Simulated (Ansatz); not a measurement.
```yaml
crystal:
  lattice:
    - [3.94621, 0.00000, 0.00000]
    - [-1.97310, 3.41752, 0.00000]
    - [1.97310, 1.13917, 3.22206]
  atoms:
    - { symbol: Ba, position: [0.00000, 0.00000, 0.00000] }
    - { symbol: O, position: [0.00000, 0.50000, 0.50000] }
```

Space group of this cell: Fm-3m, rock salt. The cell is taken as given; by PBEsol its mean pressure is -3.4 GPa.

Transport runs along the normal of the first two printed cell vectors, the (111) plane of the conventional cell.

The gap is the functional's own. No spin-orbit coupling. Mid-gap values are interpolated on the energy grid.

Give the band gap and the smallest decay constant κ at mid-gap that PBEsol (Ansatz, a first-principles code) yields.

Gap 2.01 eV on a 12×12×12 mesh; κ = 0.317 1/Å, at the zone centre.
